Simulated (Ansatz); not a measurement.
**PdGe2 (model structure, started from the C54 type, Fddd, No. 70, 6 atoms in the cell)**

Computed with PBE-D3(BJ) in Ansatz (PAW).

Settings: plane-wave cutoff 500 eV, 10×10×10 k mesh, Fermi–Dirac smearing 0.05 eV, scalar-relativistic PAW data made under PBE.

Cell (relaxed at this level):

```cif
data_Ge4Pd2
_chemical_formula_sum 'Ge4 Pd2'
_space_group_name_H-M_alt 'P 1'
_space_group_IT_number 1
_cell_length_a 6.49707
_cell_length_b 5.56431
_cell_length_c 4.76217
_cell_angle_alpha 77.547
_cell_angle_beta 56.750
_cell_angle_gamma 45.703
loop_
_space_group_symop_operation_xyz
  'x, y, z'
loop_
_atom_site_label
_atom_site_type_symbol
_atom_site_fract_x
_atom_site_fract_y
_atom_site_fract_z
_atom_site_occupancy
Ge1 Ge 0.66767 0.33233 0.66767 1
Ge2 Ge 0.33233 0.66767 0.33233 1
Ge3 Ge 0.58233 0.91767 0.58233 1
Ge4 Ge 0.91767 0.58233 0.91767 1
Pd1 Pd 0.00000 0.00000 0.00000 1
Pd2 Pd 0.25000 0.25000 0.25000 1
```

For PdGe2 (model structure, started from the C54 type, Fddd, No. 70, 6 atoms in the cell), the band gap comes out as zero (no gap).

Note: the relaxation could raise the start's symmetry but not lower it, so the cell can be a saddle point.

Spin–orbit coupling is not included.

The computed numbers hold no vibrational or temperature effects.

The result took very roughly 7 core-minutes.

A model structure was made by putting elements into a prototype or built by hand; it is no filed structure, need not be a known phase, and can be a saddle point held by its symmetry.

Ansatz is a program for electronic structure.
